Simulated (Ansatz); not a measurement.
ZrC under a change: biaxial strain +0.67 %, plane normal [110], relaxed out of plane

The reference is ZrC in the rock salt structure (space group Fm-3m, No. 225; a = 4.669 Å; relaxed with 0.1 eV smearing). Axes: x, y, z lie along the cube axes.

One thing is altered: tensile biaxial strain of 0.67 % in the plane normal to [110], as in epitaxy on a mismatched substrate; the out-of-plane cell vector and the atoms relax.

All numbers come from PBEsol (Ansatz, a quantum-chemistry and plane-wave program, PAW, spin-orbit coupling left out). k-mesh 21×21×21 (Γ-centred); smearing 0.1 eV (Fermi–Dirac).

| quantity | base | changed | shift |
|---|---|---|---|
| volume per atom | 12.72 Å³ | 12.85 Å³ | +0.124 Å³ |
| shortest interatomic distance | 2.335 Å | 2.338 Å | +0.0036 Å |
| energy relative to the base (free energy F) | 0 meV/atom | +1.8 meV/atom | +1.8 meV/atom |
| band gap | zero | zero | – |
| out-of-plane strain | – | -0.36 % | – |
| mean in-plane stress (compression positive) | – | -3.4 GPa | – |

Final structure (turned so that z lies along the plane normal):

```
CELL_PARAMETERS angstrom
      0.00000     0.00000    -3.28958
     -1.66183     2.35018    -1.64479
      1.66183     2.35018    -1.64479
ATOMIC_POSITIONS crystal
  C  0.00000 0.00000 0.00000
  Zr 0.50000 0.50000 0.50000
```

A biaxial case was relaxed in a doubled cell and then solved in the primitive one. Stability against distortions was not tested. All final runs are without spin polarisation.
